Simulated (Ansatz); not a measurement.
We consider rock-salt LaSe, described by PBEsol (plane waves, PAW; Ansatz, a program for electronic structure).

Settings: plane-wave cutoff 520 eV, 16×16×16 k mesh, Fermi–Dirac smearing 0.05 eV, scalar-relativistic PAW data made under PBE.

Computed at the level's own relaxed cell.

Task: Predict the equilibrium volume per atom, bulk modulus, lattice constant a and pressure derivative B′ of the bulk modulus.

Result: 
* **equilibrium volume per atom**: 27.26 Å³/atom
* **bulk modulus**: 77.1 GPa
* **lattice constant a**: 6.019 Å
* **pressure derivative B′ of the bulk modulus**: 4.6

The run finds no gap.

Spin–orbit coupling is not included; it can open a gap where bands touch, and shift volumes and moduli.

The computed numbers hold no vibrational or temperature effects.
